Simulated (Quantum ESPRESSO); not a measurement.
Quantum ESPRESSO run on MgS (Fm-3m, 2 atoms in the cell): self-consistent single point.

Computed with LDA (PZ), GBRV 1.5 ultrasoft (LDA) pseudopotentials (plane waves; Quantum ESPRESSO).

```xyz
2
Lattice="-2.6192 0.0000 2.6192 0.0000 2.6192 2.6192 -2.6192 2.6192 0.0000" Properties=species:S:1:pos:R:3 pbc="T T T"
Mg     0.0000     0.0000     0.0000
S     -2.6192     2.6192     2.6192
```

Reference input (self-consistent single point, DFT, PBE, plane waves, SSSP 1.1.2 efficiency (PBE) pseudopotentials): ecutwfc = 40 Ry; ecutrho = 320 Ry; occupations = smearing; smearing = fd; degauss = 0.00147 Ry; potentials = {Mg: Mg.pbe-n-kjpaw_psl.0.3.0.UPF, S: s_pbe_v1.4.uspp.F.UPF}; K_POINTS = automatic 7 7 7 0 0 0; conv_thr = 1e-10 Ry; mixing_beta = 0.7. This run's input differs from it in these lines:

```diff
@@ -14,3 +14,3 @@
    ecutwfc = 40,
-   ecutrho = 320,
+   ecutrho = 200,
    occupations = 'smearing',
@@ -24,4 +24,4 @@
 ATOMIC_SPECIES
-Mg    24.3050  Mg.pbe-n-kjpaw_psl.0.3.0.UPF
-S     32.0600  s_pbe_v1.4.uspp.F.UPF
+Mg    24.3050  mg_lda_v1.4.uspp.F.UPF
+S     32.0600  s_lda_v1.4.uspp.F.UPF
 ATOMIC_POSITIONS {angstrom}
```

Output, abridged:

```
     Self-consistent Calculation

     iteration #  1     ecut=    40.00 Ry     beta= 0.70

     total energy              =    -149.32195137 Ry
     estimated scf accuracy    <       0.16738379 Ry

     iteration #  2     ecut=    40.00 Ry     beta= 0.70

     total energy              =    -149.36753998 Ry
     estimated scf accuracy    <       0.03043485 Ry

     iteration #  3     ecut=    40.00 Ry     beta= 0.70

     total energy              =    -149.37344319 Ry
     estimated scf accuracy    <       0.00060523 Ry

   [... 2 blocks of this kind left out ...]

     iteration #  6     ecut=    40.00 Ry     beta= 0.70

     total energy              =    -149.37351976 Ry
     estimated scf accuracy    <       0.00000002 Ry

     iteration #  7     ecut=    40.00 Ry     beta= 0.70
     End of self-consistent calculation

     the Fermi energy is     7.5501 ev

!    total energy              =    -149.37351977 Ry
     estimated scf accuracy    <          9.5E-11 Ry
     smearing contrib. (-TS)   =       0.00000000 Ry
     internal energy E=F+TS    =    -149.37351977 Ry

     convergence has been achieved in   7 iterations

     Forces acting on atoms (cartesian axes, Ry/au):

     atom    1 type  1   force =     0.00000000    0.00000000    0.00000000
     atom    2 type  2   force =     0.00000000    0.00000000    0.00000000

     Total force =     0.000000     Total SCF correction =     0.000000

          total   stress  (Ry/bohr**3)                   (kbar)     P=      -46.34
  -0.00031500   0.00000000   0.00000000          -46.34        0.00        0.00
   0.00000000  -0.00031500   0.00000000            0.00      -46.34        0.00
   0.00000000   0.00000000  -0.00031500            0.00        0.00      -46.34

   JOB DONE.
```

The run converged in 7 iterations. Against the reference run the pressure goes from -0.68 to -4.63 GPa and the gap on the mesh goes from 2.937 to 2.731 eV.

The starting cell comes from a database of computed structures (which also holds hypothetical and non-ambient phases and stackings), without a prior relaxation at this level. Its lattice was rescaled by a random factor within 2.5 % of one. With a pressure of about -5 GPa the cell is away from its equilibrium volume at this level.
